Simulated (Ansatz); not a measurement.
The parent structure is CdS in the wurtzite structure (space group P6_3mc, No. 186; a = 4.123 Å, c = 6.711 Å). Axes: x lies along a and z along c of the hexagonal cell.

The change: uniaxial stress, 1 GPa tension along z, with the cell and atoms free to relax against it.

Levels (all Ansatz, a quantum-chemistry and plane-wave program, PAW): PBEsol (420 eV, no spin-orbit coupling); r2SCAN (500 eV, spin-orbit coupling left out); HSE06 (420 eV, scalar-relativistic without spin-orbit coupling).

One geometry, relaxed with PBEsol, under each level:

| level | band gap | lowest conduction level above the VBM at special points | electron mass | pressure |
|---|---|---|---|---|
| PBEsol | 1.04 eV | Γ 1.04 eV; A 2.76 eV; L 3.28 eV; M 3.57 eV | 0.11 mₑ along z, 0.12 mₑ across (at Γ) | -0.33 GPa |
| r2SCAN | 1.64 eV | Γ 1.64 eV; A 3.34 eV; L 3.82 eV; M 4.15 eV | 0.15 mₑ along z, 0.16 mₑ across (at Γ) | 1.40 GPa |
| HSE06 | 2.20 eV | Γ 2.20 eV; A 3.96 eV; L 4.45 eV | – | – |

Single points use the geometry relaxed with PBEsol. Their cutoffs differ, which shifts pressures a little. Load acts through the strain it causes; cell and atoms are relaxed under it. Masses are band curvatures over ±0.01 Å⁻¹ around the edge. Stability under load was not tested beyond the relaxation.
